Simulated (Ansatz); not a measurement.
**Pressure series in ZrS2**

Consider ZrS2 in the CdI2 type structure (space group P-3m1, No. 164; a = 3.6348 Å, c = 5.7196 Å; layered, stacked along the Cartesian z axis).

Cell and atoms are relaxed at each pressure.

Level of theory: Ansatz (a quantum-chemistry and plane-wave program) PBE-D3(BJ), scalar-relativistic without spin-orbit coupling.

```
case              band gap  lattice parameter a
----------------  --------  -------------------
base               0.66 eV              3.635 Å
pressure −1 GPa          ?                    ?
pressure 0.3 GPa   0.61 eV              3.629 Å
pressure 0.7 GPa   0.56 eV              3.622 Å
pressure 1.5 GPa   0.47 eV              3.609 Å
pressure 3 GPa     0.32 eV              3.585 Å
pressure 5 GPa     0.15 eV              3.556 Å
pressure 7.5 GPa      zero              3.522 Å
pressure 10 GPa       zero              3.491 Å
```

Task: Some entries are withheld; estimate them.

Result: 
- pressure −1 GPa, band gap: 0.83 eV
- pressure −1 GPa, lattice parameter a: 3.654 Å

A case with no gap was solved on a k-mesh chosen for an insulator, which is coarse for it. Load acts through the strain it causes; cell and atoms are relaxed under it. Whether these cells are dynamically stable was not tested. No other phases were tried under pressure. The final runs are not spin-polarised. A zero or small gap of ZrS2 under pressure 5 GPa, ZrS2 under pressure 7.5 GPa and ZrS2 under pressure 10 GPa can be the functional's error rather than a property of the material.
